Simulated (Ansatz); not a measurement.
Input:

```yaml
crystal:
  lattice:
    - [0.00000, 3.18913, 3.35745]
    - [3.18913, 0.00000, 3.35745]
    - [3.18913, 3.18913, 0.00000]
  atoms:
    - { symbol: Sn, position: [0.00000, 0.00000, 0.00000] }
    - { symbol: Sn, position: [0.25000, 0.25000, 0.25000] }
```

Calculation: PBE with spin-orbit coupling, rigid bands (plane waves, PAW; Ansatz, a first-principles code). Condition of this run: biaxial stress in (001) of 1.6 GPa (compression positive) (the target of the relaxation). How the cell was made: cell and atoms relaxed with PBEsol, then loaded as said.

Question: Is this a good metal at this level?

Answer: No. No gap is resolved, and few carriers conduct, as in a semimetal or a zero-gap semiconductor. N(E_F) = 0.124 states/eV a cell at 300 K and the Drude plasma energy along the best axis is 1.32 eV, several times under that of a simple or noble metal.
